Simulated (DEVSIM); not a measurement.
Device: Ni/SiO2/n-Si capacitor, at 300 K.

Layer 1 from the left is SiO2, thickness (nm) 16.0. Layer 2 from the left is Si, thickness (nm) 400, Nd (cm⁻³) 2.1e18.

Metal gate on the left, work function 5.1 eV. Fixed charge at the semiconductor interface 0 cm⁻² (in units of +e); no interface traps.

This is a model device: material constants are rounded textbook-type values typed into the input, and sizes, dopings and lifetimes were drawn at random. Values at 300 K.

SiO2: gap (eV) 9, affinity (eV) 0.9, permittivity 3.9. Si: gap (eV) 1.124, affinity (eV) 4.05, permittivity 11.7, Nc (cm⁻³) 2.86e19, Nv (cm⁻³) 3.1e19.

Simulated with DEVSIM: 1D Poisson equation in equilibrium, Boltzmann statistics, complete ionisation; no quantum confinement or tunnelling. Metal contacts follow the ideal Schottky-Mott rule: no Fermi-level pinning, no interface dipoles.

Q: What does the simulation give for the minimum of the low-frequency capacitance, the flat-band voltage?

A: minimum of the low-frequency capacitance 0.147 μF/cm²; flat-band voltage 0.98 V.
